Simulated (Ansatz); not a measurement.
**A constructed model of the (100) surface of fcc Pt, a pseudomorphic layer of In in the host's stacking (bottom of the slab: a bare face, its two planes held)**

These are PBE (plane waves to 420 eV, PAW; Ansatz, an electronic-structure program) values and carry that method's errors.

Slab: 7 atoms, 12.0 Å thick at the start; k 13x13x1, smearing 0.1 eV, dipole-corrected; 2 atoms held, the rest relaxed; symmetry of the start imposed; no spin, no spin-orbit, no U. It is one candidate, not shown to be the stable structure of the face.

```
Quantity                                              Result
-----------------------------  -----------------------------
work function of the top face                        4.37 eV
energy released by relaxation                       0.024 eV
cost                           around 3 core-minutes (rough)
```
